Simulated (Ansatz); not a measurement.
## The (111) surface of fcc Ir, (√3x√3)R30°, one Ir site of the top plane empty (bottom of the slab: a bare face, its two planes held)

Level of theory: PBE (plane waves to 420 eV, PAW; Ansatz, a program for electronic structure).

Model: 17-atom slab, 11.2 Å thick at the start with caps and adatoms (thin: gaps and levels are the slab's own), 9x9x1 mesh, Fermi-Dirac 0.1 eV, dipole correction, 6 atoms held, the rest relaxed; start symmetry kept, larger cells not searched; no spin, no spin-orbit, no U. In PBE it lies 0.05 eV a 1x1 cell over the lowest computed structure of the same composition (one row in 3 of the top plane missing).

```yaml
work_function_of_the_top_face: 5.01 eV
energy_released_by_relaxation: 0.19 eV
cost: about 6 core-minutes (a rough figure)
```
